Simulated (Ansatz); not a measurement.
Take Cu₃N (space group Pm-3m, No. 221; a = 3.721 Å) as the base.

Computed with Ansatz (a quantum-chemistry and plane-wave program) LDA, scalar-relativistic without spin-orbit coupling.

Base values:

| Quantity | Result |
|---|---|
| Pressure | 0.0 GPa |

One thing is altered: every lattice vector is shortened by 1.80 %, atoms relaxed at fixed cell.

Task: What happens to the energy relative to the base and pressure?

Result: The energy increases by 19 meV/atom; the pressure goes from zero to 9.2 GPa.

The cells carry an imposed strain or load. Stability against distortions was not tested. The final runs are not spin-polarised.
